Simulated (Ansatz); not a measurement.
Calculation: PBE (plane waves to 420 eV, PAW; Ansatz, a program for electronic structure).

Plane-averaged electrostatic potential energy along the normal, in eV from the Fermi level, for a constructed model of the (0001) surface of hcp Co, ferromagnetic, a pseudomorphic layer of Si in the host's stacking (bottom of the slab: a bare face, its two planes held):

(z (Å), V (eV)): (3.86, 5.00); (4.16, 5.00); (4.45, 4.99); (4.75, 4.99); (5.05, 4.98); (5.34, 4.96); (5.64, 4.92); (5.94, 4.84); (6.23, 4.66); (6.53, 4.27); (6.83, 3.46); (7.12, 1.76); (7.42, -2.82); (7.72, -11.84); (8.02, -19.09); (8.31, -19.83); (8.61, -13.63); (8.91, -4.74); (9.20, -0.90); (9.50, -4.92); (9.80, -13.88); (10.09, -20.00); (10.39, -19.16); (10.69, -11.85); (10.98, -3.31); (11.28, -0.88); (11.58, -6.03); (11.88, -15.05); (12.17, -20.31); (12.47, -18.37); (12.77, -10.43); (13.06, -2.48); (13.36, -1.38); (13.66, -7.84); (13.95, -16.61); (14.25, -20.54); (14.55, -17.13); (14.84, -8.54); (15.14, -1.65); (15.44, -2.26); (15.73, -9.97); (16.03, -18.10); (16.33, -20.40); (16.62, -15.47); (16.92, -6.51); (17.22, -1.10); (17.52, -3.57); (17.81, -12.12); (18.11, -19.27); (18.41, -19.85); (18.70, -13.63); (19.00, -5.39); (19.30, -3.09); (19.59, -8.31); (19.89, -16.80); (20.19, -21.21); (20.48, -18.48); (20.78, -10.27); (21.08, -2.39); (21.38, 1.41); (21.67, 3.19); (21.97, 3.97); (22.27, 4.31); (22.56, 4.45); (22.86, 4.51); (23.16, 4.53); (23.45, 4.55); (23.75, 4.55); (24.05, 4.55); (24.34, 4.55); (24.64, 4.55)

Model: 7-atom slab, 12.1 Å thick at the start with caps and adatoms (thin: gaps and levels are the slab's own), 17x17x1 mesh, Fermi-Dirac 0.1 eV, dipole correction, 2 atoms held, the rest relaxed; held to the start's symmetry, so lower structures may exist; spin-polarised, ending with about 9.2 μB a cell; orders that need a larger cell were not tried, no spin-orbit, no U. In PBE it is, or lies within 0.01 eV a 1x1 cell of, the lowest of the 2 structures of its composition computed so far; subsurface sites and larger cells were not tried.

### Question
The surface cell has an area of 5.38 Å². What dipole along the normal does the step between the two vacuum levels imply?

### Answer
the top vacuum level lies 0.44 eV below the bottom one; p = −ε₀ A ΔV (ε₀ = 0.005526 e/(V·Å)) gives 0.01 e·Å a cell.
